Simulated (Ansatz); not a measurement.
System: BeAlNO (model structure, started from the AlSiCN type, P3m1, No. 156, 4 atoms in the cell). Method: PBE0 (PAW; Ansatz, a first-principles code).

Run with plane-wave cutoff 460 eV, 9×9×6 k mesh (along the axes of the cell as run), Fermi–Dirac smearing 0.01 eV, scalar-relativistic PAW data made under PBE.

Cell (relaxed with PBEsol):

Space group P3m1 (No. 156); a = 2.984 Å, b = 2.984 Å, c = 4.652 Å, α = 90.00°, β = 90.00°, γ = 120.00°

```
atom  site  symmetry       x       y       z
----  ----  --------  ------  ------  ------
Al      1b       3m.  0.3333  0.6667  0.5113
Be      1c       3m.  0.6667  0.3333  0.9917
O       1b       3m.  0.3333  0.6667  0.1131
N       1c       3m.  0.6667  0.3333  0.6340
```

Q: Give the computed band gap.

A: 
band gap: 6.70 eV (on the SCF k mesh)

Note: the relaxation could raise the start's symmetry but not lower it, so the cell can be a saddle point; cell and atoms aren't relaxed at this level (largest force component 0.18 eV/Å, pressure -1.8 GPa).

The computed numbers hold no vibrational or temperature effects.

It cost very roughly 2.8 core-minutes of CPU time.

A model structure was made by putting elements into a prototype or built by hand; it is no filed structure, need not be a known phase, and can be a saddle point held by its symmetry.
